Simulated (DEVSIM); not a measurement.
System: TaN/SiON/p-GaAs capacitor, at 300 K.

| layer (left to right) | material | thickness (nm) | Na (cm⁻³) |
|---|---|---|---|
| 1 | SiON | 2.50 | - |
| 2 | GaAs | 1200 | 2.8e17 |

Metal gate on the left, work function 4.4 eV. Fixed charge at the semiconductor interface 0 cm⁻² (in units of +e); no interface traps.

This is a model device: material constants are rounded textbook-type values typed into the input, and sizes, dopings and lifetimes were drawn at random. Values at 300 K.

| parameter | SiON | GaAs |
|---|---|---|
| gap (eV) | 7 | 1.424 |
| affinity (eV) | 1.4 | 4.07 |
| permittivity | 5.5 | 12.9 |
| Nc (cm⁻³) | - | 4.7e17 |
| Nv (cm⁻³) | - | 9e18 |

DEVSIM, 1D Poisson equation in equilibrium, Boltzmann statistics, complete ionisation; no quantum confinement or tunnelling. Metal contacts follow the ideal Schottky-Mott rule: no Fermi-level pinning, no interface dipoles.

Give the band bending (positive: bands bend down) and minority sheet density.


```
Vg (V)  ψs (V)  minority carriers (cm⁻²)
------  ------  ------------------------
-1.2    -0.081                     < 1e8
-0.9     0.069                     < 1e8
-0.6     0.316                     < 1e8
-0.3     0.582                     < 1e8
0        0.855                     < 1e8
0.3      1.132                     < 1e8
```
